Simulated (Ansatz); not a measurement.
## Re: stress against strain

Re (hcp, P6_3/mmc, 14.560 Å³/atom at rest, c along z) under a strain ε along c (axis z), the other axes held. PBEsol in Ansatz, a plane-wave DFT program (PAW, default set), 420 eV, 24×24×13 Γ-centred mesh, Fermi-Dirac smearing 0.10 eV; ions are relaxed within the symmetry of each cell. Stress is positive for a compressed cell.

Here s stands for strain and y for stress zz.

| strain (%) | stress zz (GPa) |
|---|---|
| -1.50 | 11.03 |
| -1.00 | 7.24 |
| -0.50 | 3.56 |
| 0.00 | -0.01 |
| 0.50 | -3.47 |
| 1.00 | -6.83 |
| 1.50 | -10.07 |
| 3.00 | ? |

Taking a straight line for y over the 7 complete rows: Means: s 0, y 0.207. About the means, the sum of products is -49.235 and the sum of squares of s is 7.0000; the slope is their ratio. Least squares gives y = 0.207 - 7.0336·s. Residuals (row less fit): 0.273, -0.001, -0.164, -0.217, -0.160, -0.003, 0.273; standard error 0.223 (degrees of freedom: 5). The slope gives the elastic constant C33 = 703 ± 8 GPa.

Question: What does the fit predict for y at s = 3.00, and how far is the calculated value from it?

Answer: y = 0.207 - 7.0336 × 3.0 = -20.894 GPa. The calculation gives -19.15 GPa, 1.744 GPa above the prediction (5.8 % of the range of y in the table). The row lies outside the fitted rows, so this is an extrapolation. From the scatter of the fitted rows alone, a prediction at this place has a standard error of 0.348 GPa, so the miss is 5.0 times that.

One order more, fitted to all 13 runs of the series, follows each within 0.03, so the miss is the next term of a smooth law. In a metal these values are sensitive to mesh and smearing; energies are taken to zero smearing, stresses follow the free energy. Rows are the converged runs of the series near zero and its far end; series whose fitted rows scatter by over a few per cent of the range, as at a crossing or softening among them, aren't shown in this form. Most that stay on the fit to the last digits aren't either.
